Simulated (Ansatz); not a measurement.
Base system: CuI in the zinc blende structure (space group F-43m, No. 216; a = 5.939 Å). Axes: x, y, z lie along the cube axes.

Calculations: DFT with PBEsol, PAW potentials and a 420 eV plane-wave cutoff in Ansatz (an electronic-structure program), no SOC.

Before the change:

| Quantity | Value |
|---|---|
| Valley order | Γ 1.17 eV; L along ⟨111⟩ 2.11 eV; X along ⟨100⟩ 2.47 eV |
| Pressure | 0.00 GPa |

One thing is altered: a pure shear with ε_yz = ε_zy = -0.0034; the atoms relax in the strained cell.

**Question.** What happens to the valley order?

**Answer.** The valley order (the lowest conduction-band minima on the path, energy above the VBM, named in the base's zone) becomes Γ 1.17 eV; L along [111] 2.09 eV; L along [1-11] 2.13 eV; X along [100] 2.46 eV (base: Γ 1.17 eV; L along ⟨111⟩ 2.11 eV; X along ⟨100⟩ 2.47 eV).

**Question.** How does this affect the pressure?

**Answer.** The pressure (mean of the normal stresses, compression positive) is still 0.00 GPa.

Spin-orbit coupling, missing from the scalar runs, can matter with I. The levels and masses belong to the bands next to the band gap. Stability against distortions was not tested. The final runs are not spin-polarised.
